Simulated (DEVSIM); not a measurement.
System: illuminated Si n-on-p cell, one wavelength, at 350 K.

```tsv
layer (left to right)	material	thickness (μm)	Nd (cm⁻³)	Na (cm⁻³)	τn (s)	τp (s)	absorption coefficient (cm⁻¹)
1	Si	0.830	8.7e17	-	1.7e-5	2.9e-5	1200
2	Si	32.0	-	9e15	0.00011	0.00011	1200
```

Left contact: ohmic, minority hole recombination velocity 4000 cm/s. Right contact: ohmic, minority electron recombination velocity 4000 cm/s. Voltage is applied to the left contact. Recombination: SRH at mid-gap, radiative, Auger. Light enters at the left, 1.1e18 photons cm⁻² s⁻¹, one pass, no reflection. Mobility is constant in doping. Where it depends on doping, it is μmin + (μ − μmin)/(1 + (N/Nref)^α).

The device is made up for the run: typed textbook-type constants, with dimensions and the other settings drawn at random. Values at 300 K; Nc and Nv go as T^1.5, mobilities as T to minus their exponent, the gap by Varshni's rule with the affinity fixed. The table also holds parameters that only a changed run uses.

| parameter | Si |
|---|---|
| gap (eV) | 1.124 |
| affinity (eV) | 4.05 |
| permittivity | 11.7 |
| Nc (cm⁻³) | 2.86e19 |
| Nv (cm⁻³) | 3.1e19 |
| μn (cm²/Vs) | 1417 |
| μp (cm²/Vs) | 470 |
| μn,min | 52 |
| μp,min | 45 |
| Nref,n | 9.7e16 |
| Nref,p | 2.2e17 |
| αn | 0.68 |
| αp | 0.72 |
| T exponent of μn | 2.3 |
| T exponent of μp | 2.2 |
| B (cm³/s) | 4.7e-15 |
| Cn (cm⁶/s) | 2.8e-31 |
| Cp (cm⁶/s) | 9.9e-32 |
| Varshni α (eV/K) | 0.000473 |
| Varshni β (K) | 636 |

Model (solved in DEVSIM): 1D drift-diffusion, Boltzmann statistics, complete ionisation; no tunnelling, impact ionisation, image-force lowering or self-heating.

Base results: short-circuit current (mA/cm²) 162; largest power (mW/cm²) 64.6; open-circuit voltage (V) 0.510; potential step across the device at zero bias (V) 0.746.

Task: What follows from this one change: temperature 350 → 400 K?

Result: short-circuit current 162 → 161 mA/cm²; largest power 64.6 → 46.0 mW/cm²; open-circuit voltage 0.510 → 0.398 V; potential step across the device at zero bias 0.746 → 0.666 V.

Task: What follows from this one change: thickness of layer 2 32 → 6.4 μm?

Result: short-circuit current 162 → 99.3 mA/cm²; largest power 64.6 → 37.5 mW/cm²; open-circuit voltage 0.510 → 0.487 V; potential step across the device at zero bias little changed (0.746 V).

Task: What follows from this one change: photon flux 1.1e+18 → 1.1e+19 cm^-2 s^-1?

Result: short-circuit current 162 → 1640 mA/cm²; largest power 64.6 → 759 mW/cm²; open-circuit voltage 0.510 → 0.581 V; potential step across the device at zero bias little changed (0.746 V).

Task: What follows from this one change: minority lifetime in layer 2 0.00011 → 3.3e-06 s?

Result: short-circuit current 162 → 160 mA/cm²; largest power 64.6 → 63.1 mW/cm²; open-circuit voltage little changed (0.507 V); potential step across the device at zero bias little changed (0.746 V).
